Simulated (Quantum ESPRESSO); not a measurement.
Quick settings and what they miss: ScInNi4 (F-43m, 6 atoms in the cell)

Self-consistent single point.

```
ScInNi4
1.0
    0.00000     3.40610     3.40610
    3.40610     0.00000     3.40610
    3.40610     3.40610     0.00000
Sc In Ni
1 1 4
Direct
  0.75000   0.75000   0.75000
  0.00000   0.00000   0.00000
  0.37457   0.87629   0.37457
  0.37457   0.37457   0.37457
  0.87629   0.37457   0.37457
  0.37457   0.37457   0.87629
```

Method: PBEsol, PSlibrary PAW (PBE) pseudopotentials (plane waves; Quantum ESPRESSO).

Base settings: ecutwfc = 55 Ry; ecutrho = 440 Ry; occupations = smearing; smearing = gauss; degauss = 0.0099958 Ry; input_dft = pbesol; K_POINTS = automatic 6 6 6 0 0 0; conv_thr = 1e-10 Ry.

Tight run (finer mesh or higher cutoff; not a proven limit): ecutwfc: 55 Ry → 77 Ry; ecutrho: 440 Ry → 616 Ry; conv_thr: 1e-10 Ry → 7.3e-11 Ry; K_POINTS: automatic 6 6 6 0 0 0 → automatic 9 9 9 0 0 0. It gave Fermi level (on the code's own zero) 14.18 eV; pressure -0.23 GPa; largest force (vector length) 0.026 eV/Å.

Quick runs, as changes from the base:
- A: the base itself
- B: ecutwfc: 55 Ry → 38 Ry; ecutrho: 440 Ry → 304 Ry; smearing: gauss → mp; degauss: 0.0099958 Ry → 0.019992 Ry; K_POINTS: automatic 6 6 6 0 0 0 → automatic 4 4 4 1 1 1
- C: ecutwfc: 55 Ry → 33 Ry; ecutrho: 440 Ry → 264 Ry; degauss: 0.0099958 Ry → 0.0147 Ry; K_POINTS: automatic 6 6 6 0 0 0 → automatic 3 3 3 0 0 0
- D: ecutwfc: 55 Ry → 38 Ry; ecutrho: 440 Ry → 304 Ry; K_POINTS: automatic 6 6 6 0 0 0 → automatic 8 8 8 0 0 0
- E: ecutwfc: 55 Ry → 33 Ry; ecutrho: 440 Ry → 264 Ry; smearing: gauss → fd; degauss: 0.0099958 Ry → 0.036749 Ry; K_POINTS: automatic 6 6 6 0 0 0 → automatic 1 1 1 0 0 0
- F: ecutwfc: 55 Ry → 28 Ry; ecutrho: 440 Ry → 224 Ry; smearing: gauss → cold; degauss: 0.0099958 Ry → 0.019992 Ry; K_POINTS: automatic 6 6 6 0 0 0 → automatic 2 2 2 0 0 0

Energies are extrapolated to zero smearing width, which holds to low order in the width alone (under cold and Methfessel-Paxton smearing the free energy itself is taken).

The count of work is k-points × plane waves × bands × iterations; it is no time. Core times come from one kind of shared machine and are given to one figure; runs under 30 s give none.

The starting cell comes from a database of computed structures (which also holds hypothetical and non-ambient phases and stackings), without a prior relaxation at this level. Its lattice was rescaled by a random factor within 2.5 % of one. Spin polarisation is off.

```tsv
run	energy less tight (meV/atom)	pressure less tight (GPa)	largest miss in a force vector (eV/Å)	count of work / tight	core time / tight (rough)
A	13.0	-0.75	0.002	0.29	0.4
B	85.9	-2.25	0.000	0.099	0.2
C	238.2	-16.00	0.076	0.034	0.2
D	85.4	-2.18	0.002	0.27	0.3
E	2080.3	-1.15	0.412	0.013	0.2
F	1139.4	-76.46	0.058	0.031	0.2
```

Among the runs at the tight run's level, the energy misses run from 13.0 to 2080.3 meV/atom.
